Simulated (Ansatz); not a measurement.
The reference is SnS₂ in the CdI2 type structure (space group P-3m1, No. 164; a = 3.626 Å, c = 5.573 Å; layered, stacked along the Cartesian z axis).

It is then changed as follows: a free-standing slab of 1 layer (3 atoms, 3 a layer) is cut normal to the stacking axis, with 15 Å of vacuum and the in-plane cell relaxed.

Levels (all Ansatz, a quantum-chemistry and plane-wave program, PAW): PBEsol-D3(BJ) (420 eV, no SOC); HSE06+SOC (420 eV, spin-orbit coupling included).

The geometry is relaxed with PBEsol-D3(BJ).

```
Property                  Value
----------------------  -------
PBEsol-D3(BJ) band gap  1.52 eV
```

With HSE06+SOC at the same geometry, the band gap increases by 0.91 eV (1.52 eV → 2.43 eV).

Single points use the geometry relaxed with PBEsol-D3(BJ). The hybrid gap comes from the SCF mesh plus the semilocal run's edge points and a few special points and is an upper bound. Differences between runs with and without spin-orbit coupling are approximate. Whether these cells are dynamically stable was not tested.
